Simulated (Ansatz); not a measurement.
Take Ti in the hcp (Mg type) structure (space group P6_3/mmc, No. 194; relaxed with 0.1 eV smearing) as the base.

```xyz
2
Lattice="2.9016 0.0000 0.0000 -1.4508 2.5129 0.0000 0.0000 0.0000 4.5930" Properties=species:S:1:pos:R:3 pbc="T T T"
Ti     1.4508     0.8376     3.4447
Ti     0.0000     1.6753     1.1482
```

Cartesian axes are those of the cell as printed.

Calculations: PBEsol/PAW in Ansatz (an electronic-structure program), no spin-orbit coupling.

Strains are applied to the cell and any free atomic positions relax.

One change was made to it. Results:

| quantity | base | after |
|---|---|---|
| energy relative to the base (free energy F) | 0 meV/atom | +4.3 meV/atom |
| shortest interatomic distance | 2.843 Å | 2.806 Å |

Question: Which change produced these results?
A) uniaxial strain ε_zz = +1.00 %
B) uniaxial strain ε_zz = +3.00 %
C) uniaxial strain ε_zz = −2.00 %
D) uniaxial strain ε_zz = −3.00 %
E) uniaxial strain ε_zz = +2.00 %

Answer: C, uniaxial strain ε_zz = −2.00 %. For comparison, the shortest interatomic distance in the other runs: uniaxial strain ε_zz = +1.00 % gives 2.861 Å; uniaxial strain ε_zz = +3.00 % gives 2.899 Å; uniaxial strain ε_zz = −3.00 % gives 2.787 Å; uniaxial strain ε_zz = +2.00 % gives 2.880 Å.

Whether these cells are dynamically stable was not tested. The final runs are not spin-polarised.
